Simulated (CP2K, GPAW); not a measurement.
A CP2K input for a self-consistent single point of MgB2 (P6/mmm, 3 atoms in the cell) (DFT PBE, GPW, DZVP-MOLOPT-SR-GTH basis, GTH-PBE potentials (GTH_POTENTIALS)):

```
&GLOBAL
  PROJECT calc
  RUN_TYPE ENERGY_FORCE
  PRINT_LEVEL LOW
&END GLOBAL
&FORCE_EVAL
  METHOD Quickstep
  STRESS_TENSOR ANALYTICAL
  &DFT
    BASIS_SET_FILE_NAME BASIS_MOLOPT
    POTENTIAL_FILE_NAME GTH_POTENTIALS
    &QS
      METHOD GPW
      EPS_DEFAULT 1E-10
    &END QS
    &MGRID
      CUTOFF 1000
      REL_CUTOFF 50
      NGRIDS 5
    &END MGRID
    &SCF
      SCF_GUESS ATOMIC
      EPS_SCF 1E-6
      MAX_SCF 100
      ADDED_MOS 4
      &DIAGONALIZATION
        ALGORITHM STANDARD
      &END DIAGONALIZATION
      &MIXING
        METHOD BROYDEN_MIXING
        ALPHA 0.2
        NBUFFER 12
        BETA 1.5
      &END MIXING
      &SMEAR ON
        METHOD FERMI_DIRAC
        ELECTRONIC_TEMPERATURE [K] 580.23
      &END SMEAR
    &END SCF
    &KPOINTS
      SCHEME MONKHORST-PACK 12 12 9
      GAMMA_CENTERED T
    &END KPOINTS
    &XC
      &XC_FUNCTIONAL PBE
      &END XC_FUNCTIONAL
    &END XC
    &PRINT
      &MO
        EIGENVALUES T
        OCCUPATION_NUMBERS T
        NDIGITS 8
        FILENAME mo
        &EACH
          QS_SCF 0
        &END EACH
        ADD_LAST NUMERIC
      &END MO
      &MULLIKEN OFF
      &END MULLIKEN
    &END PRINT
  &END DFT
  &SUBSYS
    &CELL
      A 3.02820000 0.00000000 0.00000000
      B -1.51410000 2.62249800 0.00000000
      C 0.00000000 0.00000000 3.44960000
      PERIODIC XYZ
    &END CELL
    &COORD
      SCALED
      Mg       0.00000000     0.00000000     0.00000000
      B        0.33333333     0.66666667     0.50000000
      B        0.66666667     0.33333333     0.50000000
    &END COORD
    &KIND Mg
      BASIS_SET DZVP-MOLOPT-SR-GTH
      POTENTIAL GTH-PBE-q10
    &END KIND
    &KIND B
      BASIS_SET DZVP-MOLOPT-SR-GTH
      POTENTIAL GTH-PBE-q3
    &END KIND
  &END SUBSYS
  &PRINT
    &FORCES ON
    &END FORCES
    &STRESS_TENSOR ON
    &END STRESS_TENSOR
  &END PRINT
&END FORCE_EVAL
```

Translate this input to GPAW.

One input that does it (others would too):

```python
from ase import Atoms
from ase.units import GPa
from gpaw import GPAW, PW, FermiDirac

atoms = Atoms(['Mg', 'B', 'B'],
              cell=[[1.514100, -2.622498, 0.000000],
                    [1.514100, 2.622498, 0.000000],
                    [0.000000, 0.000000, 3.449600]],
              positions=[[0.000000, 0.000000, 0.000000],
                         [1.514100, 0.874166, 1.724800],
                         [1.514100, -0.874166, 1.724800]],
              pbc=True)

calc = GPAW(mode=PW(950),
            xc='PBE',
            kpts={'size': (12, 12, 9), 'gamma': True},
            occupations=FermiDirac(0.05),
            nbands=-7,
            symmetry={'symmorphic': False, 'tolerance': 0.0005},
            maxiter=100)

atoms.calc = calc

energy = atoms.get_potential_energy()
print('Energy (eV):', round(energy, 6))
forces = atoms.get_forces()
print('Forces (eV/Ang):')
print(forces.round(5))
stress = atoms.get_stress()
print('Stress (GPa, Voigt):', (stress / GPa).round(4))
```

Basis, cutoffs, solver keys and any potentials are the target program's own. This input uses DFT PBE, plane waves, GPAW PAW datasets PBE (gpaw-data 1.0.1).

The starting cell has typed, rounded lattice constants, without a prior relaxation at this level. For this run, on top of that: lattice scaled by 0.98.
